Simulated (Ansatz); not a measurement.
Base system: Ru in the hcp (Mg type) structure (space group P6_3/mmc, No. 194; a = 2.676 Å, c = 4.224 Å; relaxed with 0.1 eV smearing).

Calculations: LDA (Ansatz, an electronic-structure program), no spin-orbit coupling.

Before the change:

The pressure is 0.0 GPa.

Now apply this change: an isotropic linear strain of −2.00 %, atoms relaxed at fixed cell.

Question: Predict the new pressure.

Answer: The pressure (mean of the normal stresses, compression positive) goes from zero to 25.6 GPa.

Question: Estimate the effect on the energy relative to the base.

Answer: The energy grows by 58 meV/atom.

Stability against distortions was not tested. All final runs are without spin polarisation.
